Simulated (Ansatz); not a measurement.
The parent structure is BP in the zinc blende structure (space group F-43m, No. 216).

```
CELL_PARAMETERS angstrom
      0.00000     2.26010     2.26010
      2.26010     0.00000     2.26010
      2.26010     2.26010     0.00000
ATOMIC_POSITIONS crystal
  P  0.75000 0.75000 0.75000
  B  0.00000 0.00000 0.00000
```

Levels (all Ansatz, a quantum-chemistry and plane-wave program, PAW): PBEsol (420 eV, scalar-relativistic without spin-orbit coupling); PBEsol+SOC (420 eV, spin-orbit coupling included).

The geometry is relaxed with PBEsol.

| Quantity | Value |
|---|---|
| PBEsol valence-band top at Γ | 0.00, 0.00, 0.00 eV |
| PBEsol electron mass | 1.3 mₑ along k, 0.22 mₑ across (off the special points) |
| PBEsol lowest conduction level above the VBM at special points | X 1.21 eV; U 2.02 eV; K 2.02 eV; Γ 3.38 eV |

Predict the valence-band top at Γ, electron mass and lowest conduction level above the VBM at special points from PBEsol+SOC.

The valence-band top at Γ (three highest Kramers pairs, from the VBM) changes from 0.00, 0.00, 0.00 eV to 0.00, 0.00, -0.04 eV; the electron mass stays 1.3 mₑ along k, 0.22 mₑ across (off the special points); the lowest conduction level above the VBM at special points changes from X 1.21 eV; U 2.02 eV; K 2.02 eV; Γ 3.38 eV to X 1.19 eV; U 2.01 eV; K 2.01 eV; Γ 3.34 eV. The threefold valence maximum splits by Δso ≈ 41 meV.

Single points use the geometry relaxed with PBEsol. The spin-orbit shifts are approximate. The levels and masses belong to the bands next to the band gap. Effective masses come from finite differences of ±0.01 Å⁻¹. Along k means along the line from Γ to the band edge. Stability against distortions was not tested.
